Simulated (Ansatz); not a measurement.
The parent structure is CdSe in the zinc blende structure (space group F-43m, No. 216; a = 6.007 Å). Axes: x, y, z lie along the cube axes.

All numbers come from LDA in Ansatz (plane waves to 420 eV, PAW, no spin-orbit coupling).

Now apply this change: a pure shear with ε_xy = ε_yx = 0.0029; the atoms relax in the strained cell.

**Question.** What does the calculation give for the stress after the change?

**Answer.** The stress (xx, yy, zz, yz, xz, xy; compression positive) comes out as (0.00, 0.00, 0.00, 0.00, 0.00, -0.16) GPa.

**Question.** What happens to the energy relative to the base?

**Answer.** The energy stays essentially unchanged.

Whether these cells are dynamically stable was not tested.

Ansatz is a first-principles code.
